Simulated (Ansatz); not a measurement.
Band structure of PbS (Fm-3m, 2 atoms in the cell).

```
PbS
1.0
    0.00000     2.93080     2.93080
    2.93080     0.00000     2.93080
    2.93080     2.93080     0.00000
Pb S
1 1
Cartesian
  0.00000   0.00000   0.00000
  2.93080   2.93080   2.93080
```

Level of theory: PBE (plane waves, PAW; Ansatz, a quantum-chemistry and plane-wave program).

Settings: kpoints.mp_grid.grid = 5 5 5; hamiltonian.xc = pbe; hamiltonian.pseudopotentials = {kind: paw} (the program's default PAW files); scf.occupations.method = fermi_dirac; scf.occupations.width = 0.01 eV; kpoints.band_path.npoints = 8.

The starting cell has typed, rounded lattice constants, without a prior relaxation at this level. Its lattice was rescaled by a random factor within 2.5 % of one. Spin-orbit coupling is off.

Problem. Predict the gap along the standard path and the places of the band edges.

Solution. The gap along the path is 0.22 eV, direct at L to within 0.01 eV.

Levels in eV from the top of the valence band on the path, bands 7 to 13:
| point | 7 | 8 | 9 | 10 | 11 | 12 | 13 |
|---|---|---|---|---|---|---|---|
| Γ | -6.01 | -2.41 | -2.41 | -2.41 | 5.28 | 5.28 | 5.28 |
| X | -7.29 | -5.56 | -3.73 | -3.73 | 3.64 | 5.64 | 5.77 |
| W | -8.12 | -4.76 | -4.76 | -1.15 | 2.12 | 4.61 | 4.61 |
| K | -8.17 | -5.13 | -3.21 | -2.68 | 3.27 | 4.12 | 5.06 |
| L | -9.11 | -1.99 | -1.99 | 0.00 | 0.22 | 1.83 | 1.83 |
| U | -8.17 | -5.13 | -3.21 | -2.68 | 3.27 | 4.12 | 5.06 |

Keys are those of Ansatz 0.2.
